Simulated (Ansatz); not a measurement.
FeB: uniaxial strain ε_xx = −4.52 %

Start from FeB (space group Cmcm, No. 63; a = 2.8310 Å, b = 7.3842 Å, c = 2.9578 Å; ferromagnetic; a cell from a computed database, its experimental status unchecked; relaxed with 0.1 eV smearing). Axes: x, y, z lie along a, b, c of the conventional cell.

One thing is altered: the cell is compressed by 4.52 % along x with no lateral relaxation, atoms relaxed at fixed cell.

Level of theory: PBEsol, PAW, 420 eV (Ansatz, a program for electronic structure; spin-orbit coupling left out). Γ-centred 18×18×16 mesh, Fermi–Dirac width 0.1 eV.

| quantity | base | changed | shift |
|---|---|---|---|
| space group | Cmcm (No. 63) | Cmcm (No. 63) | – |
| shortest interatomic distance | 181.8 pm | 182.4 pm | +0.6 pm |
| energy relative to the base (free energy F) | 0 meV/atom | +20 meV/atom | +20 meV/atom |
| pressure (mean of the normal stresses, compression positive) | 0.0 GPa | 14.2 GPa | +14.2 GPa |
| band gap | zero | zero | – |
| magnetic state | ferromagnetic | ferromagnetic | – |
| largest site moment | 1.12 μB | 0.95 μB | -0.178 μB |
| stress (xx, yy, zz, yz, xz, xy; compression positive) | – | (19.1, 8.3, 15.3, 0.0, 0.0, 0.0) GPa | – |

Final structure:

```yaml
crystal:
  lattice:
    - [1.35152, -3.69210, 0.00000]
    - [1.35152, 3.69210, 0.00000]
    - [0.00000, 0.00000, 2.95783]
  atoms:
    - { symbol: Fe, position: [0.85886, 0.14114, 0.25000] }
    - { symbol: Fe, position: [0.14114, 0.85886, 0.75000] }
    - { symbol: B, position: [0.57224, 0.42776, 0.25000] }
    - { symbol: B, position: [0.42776, 0.57224, 0.75000] }
```

Cost of the whole job for the changed cell (relaxation, final SCF and bands): roughly 6 core-minutes.

Other magnetic orders, which the real material may have, were not ruled out. Whether these cells are dynamically stable was not tested.
